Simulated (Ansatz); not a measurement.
Pressure series in RuP2

The parent structure is RuP2 (space group Pnnm, No. 58).

```cif
data_P4Ru2
_chemical_formula_sum 'P4 Ru2'
_space_group_name_H-M_alt 'Pnnm'
_space_group_IT_number 58
_space_group_name_Hall '-P 2 2n'
_cell_length_a 5.10265
_cell_length_b 5.86860
_cell_length_c 2.86199
_cell_angle_alpha 90.000
_cell_angle_beta 90.000
_cell_angle_gamma 90.000
loop_
_atom_site_label
_atom_site_type_symbol
_atom_site_symmetry_multiplicity
_atom_site_Wyckoff_symbol
_atom_site_fract_x
_atom_site_fract_y
_atom_site_fract_z
_atom_site_occupancy
P1 P 4 g 0.16247 0.37183 0.00000 1
Ru1 Ru 2 a 0.00000 0.00000 0.00000 1
```

Cell and atoms are relaxed at each pressure.

Calculations: PBEsol in Ansatz (plane waves to 420 eV, PAW, spin-orbit coupling left out).

```tsv
P (GPa)	V (Å³/atom)
-2.00	14.428
-1.00	14.355
0.30	14.263
0.69	14.236
1.50	14.181
3.00	14.082
5.00	13.956
7.50	13.807
10.00	13.666
```

A third-order Birch–Murnaghan fit to these points gives V₀ = 14.28 Å³/atom, B₀ = 204 GPa and B₀′ = 4.6. At pressure 10 GPa the volume is 95.7 % of V₀.

Load acts through the strain it causes; cell and atoms are relaxed under it. Stability against distortions was not tested. No other phases were tried under pressure.

Ansatz is a quantum-chemistry and plane-wave program.
